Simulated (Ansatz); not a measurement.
Reference: CsH (Fm-3m), r2SCAN, rigid bands (plane waves, PAW, scalar-relativistic; Ansatz, a quantum-chemistry and plane-wave program); geometry: cell and atoms relaxed with PBEsol.

```xyz
2
Lattice="0.0000 3.1271 3.1271 3.1271 0.0000 3.1271 3.1271 3.1271 0.0000" Properties=species:S:1:pos:R:3 pbc="T T T"
Cs     0.0000     0.0000     0.0000
H      3.1271     3.1271     3.1271
```

The band gap comes out as 2.61 eV and the electron conductivity mass is 0.47 mₑ. The hole conductivity mass comes out as 0.76 mₑ and the Seebeck coefficient, n-type 1e19 cm⁻³ is -318 μV/K.

**Question.** Swap Cs for Li, keeping the structure type. How do these values move?

**Answer.** LiH (Fm-3m): volume per atom 30.6 to 7.9 Å³; band gap rises (2.61 eV to 3.62 eV); electron conductivity mass falls (0.47 mₑ to 0.31 mₑ); hole conductivity mass falls (0.76 mₑ to 0.49 mₑ); Seebeck coefficient, n-type 1e19 cm⁻³ falls in size (-318 μV/K to -302 μV/K).

**Question.** Swap Cs for Na, keeping the structure type. How do these values move?

**Answer.** NaH (Fm-3m): volume per atom 30.6 to 13.8 Å³; band gap rises (2.61 eV to 4.40 eV); electron conductivity mass stays about the same (0.47 mₑ to 0.48 mₑ); hole conductivity mass rises (0.76 mₑ to 1.58 mₑ); Seebeck coefficient, n-type 1e19 cm⁻³ rises in size (-318 μV/K to -352 μV/K).

Moves up to 5 % count as about the same. Masses are for dilute carriers at 300 K, harmonic means over directions unless an axis is named. Seebeck coefficients are for the stated density at 300 K, with one relaxation time for all states and whether or not that doping can be reached. Spin-orbit coupling is left out.

Formula and space group known from diffraction (Crystallography Open Database), not checked to be the room-temperature form: CsH (Fm-3m).
